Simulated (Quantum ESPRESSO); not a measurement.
## Several settings converged on NaAu2 (R3m, 6 atoms in the cell)

```xyz
6
Lattice="2.7810 -1.6056 4.5413 0.0000 3.2112 4.5413 -2.7810 -1.6056 4.5413" Properties=species:S:1:pos:R:3 pbc="T T T"
Na     0.0000     0.0000    10.2679
Na     0.0000     0.0000     6.8119
Au     0.0000     1.6056     3.9736
Au     0.0000     0.0000     1.7030
Au     1.3905    -0.8028     3.9736
Au    -1.3905    -0.8028     3.9736
```

Base method: PBEsol, GBRV 1.5 ultrasoft (PBESOL) pseudopotentials (plane waves; Quantum ESPRESSO).

Base settings: ecutwfc = 40 Ry; ecutrho = 320 Ry; occupations = smearing; smearing = fd; degauss = 0.0073499 Ry; potentials = {Na: na_pbesol_v1.5.uspp.F.UPF, Au: au_pbesol_v1.uspp.F.UPF}; K_POINTS = automatic 3 3 3 0 0 0; conv_thr = 1e-10 Ry; mixing_beta = 0.7.

The count of work is k-points × plane waves × bands × iterations; it is no time. Core times come from one kind of shared machine, to one figure; runs under 30 s give none.

**The plane-wave cutoff**

Moved along: ecutrho.

The second cell is the first with its lattice scaled by 0.98.

The mesh stays at the base's, so the ladder's end is converged at best in this setting alone.

Only quantities that move along the ladder and can be compared are tabulated.

```tsv
ecutwfc	free energy less the last step's (meV/atom)	energy of the compressed cell less the first (meV/atom)	pressure (GPa)	largest difference of a force vector from the last step's (eV/Å)	count of work / last	core time / last (rough)
14 Ry	18741.66	-180.54	-530.72	0.017	0.052	–
18 Ry	4092.91	45.81	-150.68	0.027	0.075	–
22 Ry	871.04	29.30	-40.11	0.006	0.10	–
28 Ry	90.99	7.77	-6.97	0.001	0.16	0.2
40 Ry	5.91	5.44	-1.68	0.000	0.34	0.3
96 Ry	0.00	5.49	-1.69	0.000	1.0	1
```

Coarsest ecutwfc that holds the free energy within 5 meV/atom: not settled: the last two steps still differ by 5.9 meV/atom, over half the tolerance, so the ladder does not show it.

Coarsest ecutwfc that holds the energy of the compressed cell less the first within 1 meV/atom of the last step, with all finer ones: 40 Ry, at 0.34 of the last step's count of work and about 0.3 of the last step's time; the step before is off by 2.3 meV/atom.

Coarsest ecutwfc that holds the forces within 0.01 eV/Å of the last step, with all finer ones: 22 Ry, at 0.10 of the last step's count of work; the step before is off by 0.027 eV/Å.

At the lowest cutoff the pressure lies 529 GPa under the last step's, the usual sign of Pulay stress in an incomplete plane-wave basis.

**The density cutoff**

The second cell is the first with its lattice scaled by 0.98.

The mesh stays at the base's, so the ladder's end is converged at best in this setting alone.

Only quantities that move along the ladder and can be compared are tabulated.

| ecutrho | free energy less the last step's (meV/atom) | energy of the compressed cell less the first (meV/atom) | pressure (GPa) | largest difference of a force vector from the last step's (eV/Å) | core time / last (rough) |
|---|---|---|---|---|---|
| 80 Ry | -45.24 | 18.98 | 2.11 | 0.015 | – |
| 160 Ry | 0.33 | 5.40 | -1.67 | 0.000 | 0.3 |
| 240 Ry | -0.16 | 5.45 | -1.65 | 0.000 | 0.3 |
| 320 Ry | -0.10 | 5.44 | -1.68 | 0.000 | 0.3 |
| 640 Ry | 0.00 | 5.43 | -1.67 | 0.000 | 1 |

Coarsest ecutrho that holds the forces within 0.005 eV/Å of the last step, with all finer ones: 160 Ry, at about 0.3 of the last step's time; the step before is off by 0.015 eV/Å.

Coarsest ecutrho that holds the pressure within 1 GPa of the last step, with all finer ones: 160 Ry, at about 0.3 of the last step's time; the step before is off by 3.8 GPa.

Coarsest ecutrho that holds the free energy within 0.5 meV/atom of the last step, with all finer ones: 160 Ry, at about 0.3 of the last step's time; the step before is off by 45 meV/atom.

On the base run: the starting cell comes from a database of computed structures (which also holds hypothetical and non-ambient phases and stackings), without a prior relaxation at this level. Its lattice was rescaled by up to half a per cent. One atom was moved a little off its site on purpose. Without a gap this mesh is coarse (it stands for a supercell whose shortest vector is 17 Å).
